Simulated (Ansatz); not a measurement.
Take BeSe in the zinc blende structure (space group F-43m, No. 216) as the base.

```xyz
2
Lattice="0.0000 2.5645 2.5645 2.5645 0.0000 2.5645 2.5645 2.5645 0.0000" Properties=species:S:1:pos:R:3 pbc="T T T"
Be     0.0000     0.0000     0.0000
Se     1.2822     1.2822     1.2822
```

Cartesian axes are those of the cell as printed.

Calculations: plane-wave PAW DFT at the PBEsol level (Ansatz, a program for electronic structure, 420 eV), spin-orbit coupling left out.

Now apply this change: biaxial strain −1.25 %, plane normal [111], relaxed out of plane (Cartesian); in-plane vectors clamped, the third vector and the atoms free.

### Question
How does this affect the energy relative to the base?

### Answer
The energy goes up by 3.2 meV/atom.

### Question
What happens to the ratio −ε⊥/ε∥?

### Answer
The ratio −ε⊥/ε∥ is 0.41.

Stability against distortions was not tested.
